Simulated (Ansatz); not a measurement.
Start from Mg2Ge in the anti-fluorite structure (space group Fm-3m, No. 225; a = 6.364 Å).

Level of theory: PBEsol, PAW, 420 eV (Ansatz, a program for electronic structure; without spin-orbit coupling).

Base values:

| Property | Value |
|---|---|
| Band gap | 0.08 eV |
| Lattice parameter a | 6.364 Å |

Perturbation: Zn takes the place of Ge on all its sites; the structure is relaxed again.

Question: What happens to the band gap and lattice parameter a?

Answer: The band gap changes from 0.08 eV to zero; the lattice parameter a grows by 0.029 Å to 6.393 Å.

Whether these cells are dynamically stable was not tested. As relaxed here, Mg2Zn is a hypothetical phase, not in the database extracts checked. A zero or small gap of Mg2Ge can be the functional's error rather than a property of the material.
